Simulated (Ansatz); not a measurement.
# BN, response to strain

Start from BN in the zinc blende structure (space group F-43m, No. 216; a = 3.6057 Å). Axes: x, y, z lie along the cube axes.

Strains are applied to the cell and any free atomic positions relax; under biaxial strain the out-of-plane vector relaxes too.

Calculations: Kohn–Sham DFT with the PBEsol functional, run in Ansatz (a quantum-chemistry and plane-wave program) with PAW and 420 eV plane waves, spin-orbit coupling left out.

| case | ratio −ε⊥/ε∥ | shortest interatomic distance | smallest direct gap |
|---|---|---|---|
| base | – | 2.950 bohr | 8.81 eV |
| biaxial strain −2.08 %, plane normal [111], relaxed out of plane | 0.17 | 2.900 bohr | 8.37 eV |
| biaxial strain −1.67 %, plane normal [111], relaxed out of plane | 0.17 | 2.909 bohr | 8.48 eV |
| biaxial strain −1.25 %, plane normal [111], relaxed out of plane | 0.17 | 2.920 bohr | 8.57 eV |
| biaxial strain −0.83 %, plane normal [111], relaxed out of plane | 0.17 | 2.930 bohr | (withheld) |
| biaxial strain +0.42 %, plane normal [111], relaxed out of plane | – | 2.949 bohr | (withheld) |
| biaxial strain +1.25 %, plane normal [111], relaxed out of plane | 0.16 | 2.947 bohr | 8.53 eV |
| biaxial strain +1.67 %, plane normal [111], relaxed out of plane | 0.16 | 2.945 bohr | 8.44 eV |
| biaxial strain +2.08 %, plane normal [111], relaxed out of plane | 0.16 | 2.944 bohr | 8.36 eV |
| biaxial strain +2.50 %, plane normal [111], relaxed out of plane | 0.16 | (withheld) | (withheld) |

Fill in the withheld entries from the trend.


- biaxial strain −0.83 %, plane normal [111], relaxed out of plane, smallest direct gap: 8.66 eV
- biaxial strain +0.42 %, plane normal [111], relaxed out of plane, smallest direct gap: 8.71 eV
- biaxial strain +2.50 %, plane normal [111], relaxed out of plane, shortest interatomic distance: 2.942 bohr
- biaxial strain +2.50 %, plane normal [111], relaxed out of plane, smallest direct gap: 8.28 eV

Whether these cells are dynamically stable was not tested.
